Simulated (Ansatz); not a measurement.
The starting structures come from a database of crystals and need not be the phases stable at ambient conditions.

```
CELL_PARAMETERS angstrom
      5.26135     0.00000     0.00000
      0.00000     8.77359     0.00000
      2.63068    -0.25976     4.36293
ATOMIC_POSITIONS crystal
  Cs 0.00000 0.00000 0.00000
  Nb 0.00000 0.50000 0.00000
  P  0.64340 0.69525 0.71320
  P  0.35660 0.30475 0.28680
  O  0.68648 0.34822 0.09644
  O  0.31352 0.65178 0.90356
  O  0.78292 0.65178 0.90356
  O  0.21708 0.34822 0.09644
  O  0.21323 0.41815 0.57354
  O  0.78677 0.58185 0.42646
  O  0.32019 0.14329 0.35962
  O  0.67981 0.85671 0.64038
```

Space group of this cell: C2/m. The cell is taken as given.

Transport runs along the normal of the first two printed cell vectors.

The gap is the functional's own. No spin-orbit coupling. Mid-gap values are interpolated on the energy grid.

Q: Estimate the band gap and the smallest decay constant κ at mid-gap that r2SCAN in Ansatz (a program for electronic structure) returns for this system.

A: Gap 3.04 eV on a 8×4×8 mesh; κ = 0.383 1/Å, at the zone centre.
